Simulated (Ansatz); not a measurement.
# InAgTe2: response to strain

Start from InAgTe2 in the chalcopyrite structure (space group I-42d, No. 122; a = 6.431 Å, c = 12.767 Å). Axes: x, y, z lie along a, b, c of the conventional cell.

Strains are applied to the cell and any free atomic positions relax; under biaxial strain the out-of-plane vector relaxes too; under stress the whole cell relaxes.

Computed with PBEsol (Ansatz, a quantum-chemistry and plane-wave program), spin-orbit coupling left out.

Notes on the quantities. energy relative to the base: free energy F; pressure: mean of the normal stresses, compression positive.

| change | volume per atom | band gap | energy relative to the base | pressure |
|---|---|---|---|---|
| base | 33.00 Å³ | 0.08 eV | 0 meV/atom | 0.0 GPa |
| biaxial strain −2.80 %, plane normal [001], relaxed out of plane | 32.38 Å³ | zero | +7.0 meV/atom | 0.8 GPa |
| biaxial strain +0.84 %, plane normal [001], relaxed out of plane | 33.17 Å³ | zero | +0.6 meV/atom | -0.2 GPa |
| isotropic strain −2.02 % | 31.04 Å³ | 0.22 eV | +18 meV/atom | 31.9 kbar |
| uniaxial stress, 2 GPa tension along x | 33.41 Å³ | zero | +14 meV/atom | – |

With Te present, leaving out spin-orbit coupling can change the band edges. Beyond what the load breaks, stability against distortions was not tested. The final runs are not spin-polarised. Gaps under 0.05 eV, about the width of the smearing, are given as zero. A zero or small gap of InAgTe2 can be the functional's error rather than a property of the material.
